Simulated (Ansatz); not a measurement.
Base system: InSb in the zinc blende structure (space group F-43m, No. 216; a = 6.450 Å). Axes: x, y, z lie along the cube axes.

Method: Kohn–Sham DFT with the LDA functional, run in Ansatz (a program for electronic structure) with PAW and 420 eV plane waves, no spin-orbit coupling.

For the base:

The volume per atom is 33.54 Å³.

One thing is altered: biaxial strain +0.50 %, plane normal [001], relaxed out of plane (Cartesian); in-plane vectors clamped, the third vector and the atoms free.

Question: What does the calculation give for the energy relative to the base after the change?

Answer: The energy grows by 0.3 meV/atom.

Question: Estimate the effect on the volume per atom.

Answer: The volume per atom rises by 0.148 Å³ (33.54 Å³ → 33.68 Å³).

Whether these cells are dynamically stable was not tested. The final runs are not spin-polarised.
